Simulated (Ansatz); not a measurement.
## Hypothetical Fm-3m WTe2: response to strain

Base system: WTe₂ (space group Fm-3m, No. 225; a = 6.663 Å; a hypothetical phase, not in the database extracts checked; relaxed with 0.1 eV smearing). Axes: x, y, z lie along the cube axes.

Strains are applied to the cell and any free atomic positions relax; under biaxial strain the out-of-plane vector relaxes too.

Level of theory: DFT with PBE, PAW potentials and a 420 eV plane-wave cutoff in Ansatz (a program for electronic structure), scalar-relativistic without spin-orbit coupling.

Notes on the quantities. energy relative to the base: free energy F.

| variant | energy relative to the base | out-of-plane strain | shortest interatomic distance |
|---|---|---|---|
| base | 0 meV/atom | – | 2.885 Å |
| biaxial strain +1.38 %, plane normal [001], relaxed out of plane | +4.3 meV/atom | -1.34 % | 2.899 Å |
| biaxial strain −2.54 %, plane normal [110], relaxed out of plane | +13 meV/atom | +2.97 % | 2.830 Å |
| biaxial strain +0.88 %, plane normal [111], relaxed out of plane | +1.0 meV/atom | -1.24 % | 2.866 Å |
| isotropic strain +0.91 % | +5.4 meV/atom | – | 2.911 Å |

Whether these cells are dynamically stable was not tested. All final runs are without spin polarisation. WTe2 has a high density of states at the Fermi level and may be magnetic at this level.
